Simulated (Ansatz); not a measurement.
Rb2Te (Fm-3m, No. 225, 3 atoms in the cell; start mp-441)

Calculation: LDA (Ansatz, an electronic-structure program, plane waves, PAW).

Numerical settings: plane-wave cutoff 520 eV, 8×8×8 k mesh, Fermi–Dirac smearing 0.01 eV, scalar-relativistic PAW data made under PBE.

Cell (relaxed with PBEsol):

```cif
data_Rb8Te4
_chemical_formula_sum 'Rb8 Te4'
_space_group_name_H-M_alt 'Fm-3m'
_space_group_IT_number 225
_space_group_name_Hall '-F 4 2 3'
_cell_length_a 8.43271
_cell_length_b 8.43271
_cell_length_c 8.43271
_cell_angle_alpha 90.000
_cell_angle_beta 90.000
_cell_angle_gamma 90.000
loop_
_atom_site_label
_atom_site_type_symbol
_atom_site_symmetry_multiplicity
_atom_site_Wyckoff_symbol
_atom_site_fract_x
_atom_site_fract_y
_atom_site_fract_z
_atom_site_occupancy
Rb1 Rb 8 c 0.25000 0.25000 0.25000 1
Te1 Te 4 a 0.00000 0.00000 0.00000 1
```
(The calculation used a cell of 3 atoms; values per cell refer to that cell.)

For Rb2Te (Fm-3m, No. 225, 3 atoms in the cell; start mp-441), the band gap is 1.72 eV. The smallest direct gap on the k points sampled is 1.97 eV.

Note: cell and atoms aren't relaxed at this level (pressure -0.8 GPa).

Spin–orbit coupling is not included; with these elements it can move the gap by several tenths of an eV or more.

The computed numbers hold no vibrational or temperature effects.

Cost on a shared machine: roughly 17 core-seconds.

A start named mp-… is a Materials Project structure, which need not be a measured phase.
